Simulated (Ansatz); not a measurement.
# TiAl under a change: tensor shear ε_xz = +1.43 %

Base system: TiAl (space group P4/mmm, No. 123; a = 2.813 Å, c = 4.062 Å; relaxed with 0.1 eV smearing). Axes: x, y, z lie along a, b, c of the conventional cell.

One thing is altered: a pure shear with ε_xz = ε_zx = 0.0143, atoms relaxed at fixed cell.

The values are results of DFT with r2SCAN, PAW potentials and a 500 eV plane-wave cutoff in Ansatz (a first-principles code), without spin-orbit coupling, not measurements. Γ-centred 20×20×14 mesh, Fermi–Dirac width 0.1 eV.

Volume per atom: 16.06 Å³ (base 16.07 Å³)
Space group: P2/m (No. 10) (base P4/mmm (No. 123))
Shortest interatomic distance: 5.315 bohr (base 5.315 bohr)
Energy relative to the base (free energy F): +5.1 meV/atom
Pressure (mean of the normal stresses, compression positive): 0.1 GPa (base 0.0 GPa)
Band gap: zero (base zero)
Stress (xx, yy, zz, yz, xz, xy; compression positive): (0.1, 0.1, 0.2, 0.0, -3.5, 0.0) GPa

Cost of the whole job for the changed cell (relaxation, final SCF and bands): roughly 3 core-minutes.

The cells carry an imposed strain or load. Whether these cells are dynamically stable was not tested. The final runs are not spin-polarised.
